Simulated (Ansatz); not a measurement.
Base system: WC (space group P-6m2, No. 187; a = 2.912 Å, c = 2.836 Å).

Computed with DFT with r2SCAN, PAW potentials and a 500 eV plane-wave cutoff in Ansatz (a first-principles code), no spin-orbit coupling.

Base values:

| Quantity | Value |
|---|---|
| Volume per atom | 10.42 Å³ |

It is then changed as follows: cell and atoms relaxed at a pressure of 7.5 GPa.

**Question.** Estimate the effect on the volume per atom.

**Answer.** The volume per atom drops by 0.19 Å³ to 10.23 Å³.

Load acts through the strain it causes; cell and atoms are relaxed under it. No phonon test of stability was made. Competing high-pressure phases were not computed. The final runs are not spin-polarised.
